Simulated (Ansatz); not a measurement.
**What uniaxial strain ε_zz = −1.20 % does to SnO**

Start from SnO (space group P4/nmm, No. 129; a = 3.8371 Å, c = 4.7588 Å; layered, stacked along the Cartesian z axis). Axes: x, y, z lie along a, b, c of the conventional cell.

Perturbation: the cell is compressed by 1.20 % along z with no lateral relaxation; the atoms relax in the strained cell.

All numbers come from PBE-D3(BJ) (Ansatz, an electronic-structure program, PAW, spin-orbit coupling left out). Settings: 12×12×10 k-points, 0.05 eV Fermi–Dirac smearing.

```json
[
 {"quantity": "space group", "base": "P4/nmm (No. 129)", "changed": "P4/nmm (No. 129)", "shift": "–"},
 {"quantity": "shortest interatomic distance", "base": "2.241 Å", "changed": "2.240 Å", "shift": "-0.001 Å"},
 {"quantity": "energy relative to the base (free energy F)", "base": "0 meV/atom", "changed": "+0.3 meV/atom", "shift": "+0.3 meV/atom"},
 {"quantity": "pressure (mean of the normal stresses, compression positive)", "base": "0.0 GPa", "changed": "0.3 GPa", "shift": "+0.3 GPa"},
 {"quantity": "band gap", "base": "zero", "changed": "zero", "shift": "–"},
 {"quantity": "largest internal atomic displacement", "base": "–", "changed": "0.011 Å", "shift": "–"},
 {"quantity": "stress (xx, yy, zz, yz, xz, xy; compression positive) (rough)", "base": "–", "changed": "(0.2, 0.2, 0.5, 0.0, 0.0, 0.0) GPa", "shift": "–"}
]
```

Without a gap, meshes like the base's 12×12×10 leave anisotropic stresses uncertain by several tenths of a GPa, and small strain energies with them. No phonon test of stability was made. All final runs are without spin polarisation. The zero or small gap of SnO can change with the level of theory.
